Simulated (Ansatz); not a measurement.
System: V₂O₃ (Ia-3, No. 206; cell taken from a computed entry). Method: LDA in Ansatz (PAW).

Run with plane-wave cutoff 500 eV, 6×6×6 k mesh, Fermi–Dirac smearing 0.05 eV, spin-polarised start, scalar-relativistic PAW data made under PBE.

Computed at the level's own relaxed cell.

What does this level give for the equilibrium volume per atom and lattice parameter a?


* **equilibrium volume per atom**: 9.69 Å³/atom
* **lattice parameter a**: 9.185 Å

Note: the magnetic order was assumed, not searched for or taken from measurement; the relaxation could not lower the start's symmetry, so the cell can be a saddle point above a distorted one.

The computed numbers hold no vibrational or temperature effects.

It cost about 30 core-minutes (a rough figure) of CPU time.

Ansatz is a quantum-chemistry and plane-wave program.
